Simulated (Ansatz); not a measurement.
Short convergence ladders for LaOF (P4mm, 6 atoms in the cell)

```
CELL_PARAMETERS angstrom
      4.08959     0.00000     0.00000
      0.00000     4.08959     0.00000
      0.00000     0.00000     5.84299
ATOMIC_POSITIONS crystal
  La 0.50000 0.00000 0.72427
  La 0.00000 0.50000 0.28429
  O  0.00000 0.00000 0.50000
  O  0.50000 0.50000 0.50000
  F  0.50000 0.50000 0.00000
  F  0.00000 0.00000 0.00000
```

Base method: LDA (PW92), default PAW files made with PBE (plane waves; Ansatz, a first-principles code).

Base settings: basis.ecutwfc = 420 eV; kpoints.mp_grid.grid = 6 6 4; hamiltonian.xc = lda; hamiltonian.pseudopotentials = {kind: paw} (the program's default PAW files); scf.occupations.method = fermi_dirac; scf.occupations.width = 0.05 eV.

The count of work is k-points × plane waves × bands × iterations; it is no time. Core times come from one kind of shared machine, to one figure; runs under 30 s give none.

**The cutoff for other potential files**

Level: DFT, LDA (PW92), plane waves, harder PAW files (source: ansatz) made with PBE.

In this ladder: hamiltonian.pseudopotentials = {kind: paw, source: ansatz}.

The second cell is the first with its lattice scaled by 0.98.

The mesh stays at the base's, so the ladder's end is converged at best in this setting alone.

The first pressure column holds Ansatz's estimate of the finite-basis (Pulay) stress, which hides part of the cutoff error; the other is without it.

Only quantities that move along the ladder and can be compared are tabulated.

```tsv
basis.ecutwfc	free energy less the last step's (meV/atom)	energy of the compressed cell less the first (meV/atom)	pressure (GPa)	pressure without the Pulay estimate (GPa)	largest difference of a force vector from the last step's (eV/Å)	count of work / last	core time / last (rough)
470 eV	1491.42	-28.20	-7.70	-64.70	0.016	0.11	0.2
580 eV	360.45	-28.69	-8.27	-26.44	0.002	0.14	0.2
735 eV	39.27	-28.37	-8.08	-11.01	0.001	0.20	0.2
890 eV	3.06	-28.41	-8.09	-8.39	0.001	0.27	0.3
1050 eV	0.43	-28.41	-8.08	-8.10	0.000	0.35	0.4
1260 eV	0.27	-28.41	-8.08	-8.09	0.000	0.46	0.5
1575 eV	0.13	-28.41	-8.08	-8.09	0.000	0.64	0.7
2100 eV	0.00	-28.41	-8.09	-8.09	0.000	1.0	1
```

Coarsest basis.ecutwfc that holds the free energy within 1 meV/atom of the last step, with all finer ones: 1050 eV, at 0.35 of the last step's count of work and about 0.4 of the last step's time; the step before is off by 3.1 meV/atom.

Coarsest basis.ecutwfc that holds the pressure within 0.1 GPa of the last step, with all finer ones: 735 eV, at 0.20 of the last step's count of work and about 0.2 of the last step's time; the step before is off by 0.18 GPa.

Coarsest basis.ecutwfc that holds the forces within 0.01 eV/Å of the last step, with all finer ones: 580 eV, at 0.14 of the last step's count of work and about 0.2 of the last step's time; the step before is off by 0.016 eV/Å.

The energy difference between the two cells stays within 1 meV/atom of the last step's from 470 eV on, the total only from 1050 eV on: much of the error is common to both cells and cancels.

At the lowest cutoff the pressure without the Pulay estimate lies 56.6 GPa under the last step's, the usual sign of Pulay stress in an incomplete plane-wave basis.

**The density cutoff**

The mesh stays at the base's, so the ladder's end is converged at best in this setting alone.

Only quantities that move along the ladder and can be compared are tabulated.

```csv
basis.ecutrho_ratio,free energy less the last step's (meV/atom),pressure (GPa)
2,-2.04,-7.76
3,0.11,-8.17
4,0.00,-8.16
5,0.00,-8.16
6,0.00,-8.16
8,0.00,-8.16
10,0.00,-8.16
12,0.00,-8.16
16,0.00,-8.16
```

Coarsest basis.ecutrho_ratio that holds the pressure within 0.1 GPa of the last step, with all finer ones: 3; the step before is off by 0.40 GPa.

Coarsest basis.ecutrho_ratio that holds the free energy within 0.5 meV/atom of the last step, with all finer ones: 3; the step before is off by 2.0 meV/atom.

**The relaxed cell against the cutoff**

On LaOF (P4/nmm, 6 atoms in the cell): atoms on their sites.

In this ladder: relax = cell and atoms.

The mesh stays at the base's, so the ladder's end is converged at best in this setting alone.

Only quantities that move along the ladder and can be compared are tabulated.

| basis.ecutwfc | relaxed volume (Å³/atom) | relaxation steps | core time / last (rough) |
|---|---|---|---|
| 210 eV | 15.464 | 32 | 0.7 |
| 250 eV | 15.262 | 29 | 0.9 |
| 295 eV | 15.230 | 21 | 0.8 |
| 355 eV | 15.244 | 11 | 0.6 |
| 420 eV | 15.243 | 8 | 0.6 |
| 505 eV | 15.242 | 6 | 0.5 |
| 630 eV | 15.241 | 6 | 0.7 |
| 840 eV | 15.241 | 6 | 1 |

Coarsest basis.ecutwfc that holds the relaxed volume within 0.03 Å³/atom of the last step, with all finer ones: 250 eV; the step before is off by 0.22 Å³/atom.

At the lowest cutoff the cell relaxes to a volume 1.5 % larger than at the highest. Ansatz relaxes on a stress corrected for the finite basis.

On the base run: the starting cell comes from a database of computed structures (which also holds hypothetical and non-ambient phases and stackings), without a prior relaxation at this level. Its lattice was rescaled by up to half a per cent. One atom was moved a little off its site on purpose.

Keys are those of Ansatz 0.2.
